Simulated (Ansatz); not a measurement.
Here is the system:

End structure of OH on the 1x1 (110) surface of bcc Ta, one in a 2x2 cell, started at the site 'hollow Ta-Ta-Ta':

```
CELL_PARAMETERS angstrom
      5.74873     0.00000     0.00000
     -1.91624     5.41995     0.00000
      0.00000     0.00000    26.50000
ATOMIC_POSITIONS crystal
  Ta 0.25000 0.25000 0.37115
  Ta 0.25000 0.75000 0.37115
  Ta 0.75000 0.25000 0.37115
  Ta 0.75000 0.75000 0.37115
  Ta 0.00000 0.00000 0.45545
  Ta 0.00000 0.50000 0.45545
  Ta 0.50000 0.00000 0.45545
  Ta 0.50000 0.50000 0.45545
  Ta 0.24924 0.25077 0.54554
  Ta 0.24835 0.75032 0.54412
  Ta 0.74969 0.25166 0.54412
  Ta 0.74927 0.75074 0.54385
  Ta 0.99076 0.99408 0.63148
  Ta 0.99261 0.50740 0.62970
  Ta 0.50221 0.99782 0.62629
  Ta 0.50593 0.50928 0.63148
  O  0.19009 0.30994 0.68079
  H  0.18726 0.31273 0.71741
```

Model: 18-atom slab, 6.8 Å thick at the start under the adsorbate (thin: gaps and levels are the slab's own), 5x5x1 mesh, Fermi-Dirac 0.1 eV, dipole correction, 8 atoms held, the rest relaxed; symmetry of the start imposed; no spin, no spin-orbit, no U, no dispersion correction. At the end it is bonded to 3 Ta. In PBE it is, or lies within 0.03 eV of, the lowest of the starts that converged.

A negative adsorption energy means that the adsorbate is more stable on the surface than in its reference.

**Question.** Predict the change of the step from the bottom to the top vacuum level, against the clean slab from PBE in Ansatz (an electronic-structure program).

**Answer.** -1.44 eV

**Question.** What is the computed adsorption energy against H2O(g) − ½ H2(g) (PBE)?

**Answer.** -1.80 eV

**Question.** Give the change of the work function at the level PBE.

**Answer.** -1.45 eV

**Question.** Predict the work function of the top face from PBE.

**Answer.** 3.32 eV
